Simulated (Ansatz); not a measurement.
An Ansatz (a quantum-chemistry and plane-wave program) input (PBE (Ansatz, PAW, no spin-orbit coupling)):

Ansatz 0.2 input:
```yaml
crystal:
  lattice:
    - [3.7532296541, 0, 0]
    - [0, 3.7532296541, 0]
    - [1.8766148271, -1.8766148271, 4.8794541161]
  atoms:
    - { symbol: Ti, position: [0.25, 0.25, 0.5] }
    - { symbol: Ti, position: [0, 0, 0] }
    - { symbol: O, position: [0.4564547589, 0.0435452411, 0.0870904822] }
    - { symbol: O, position: [0.2064547589, 0.7935452411, 0.5870904822] }
    - { symbol: O, position: [0.7935452411, 0.2064547589, 0.4129095178] }
    - { symbol: O, position: [0.0435452411, 0.4564547589, 0.9129095178] }
basis: { ecutwfc: 420, ecutrho_ratio: 4, xc_grid: 2, fft_grid_basis: typed }
kpoints: { mp_grid: { grid: [12, 12, 12] } }
hamiltonian:
  xc: pbe
  dispersion: none
  pseudopotentials: { kind: paw }
scf: { occupations: { method: fermi_dirac, width: 0.05 } }
relax: { f_tol: 0.005, max_steps: 50, cell: { stress_tol: 0.01, fix: [a, b, gamma] } }
output: { forces: true, stress: true }
checkpoint: { write: state.ck, write_every: 1000 }
```

### Question
Which symmetry and how many k-points will the program report, and about how many plane waves at Γ?

### Answer
Space group I41/amd (ITA 141) with 16 operations, k-points 163 of 1728, and 1357 plane waves at Γ.

### Question
And the final pressure?

### Answer
2.05 GPa (compression positive).

The cells carry an imposed strain or load. Whether these cells are dynamically stable was not tested. The final runs are not spin-polarised. The cell was made from TiO2 in the anatase structure (space group I4_1/amd, No. 141) by this change: biaxial strain −1.20 %, plane normal [001], relaxed out of plane.
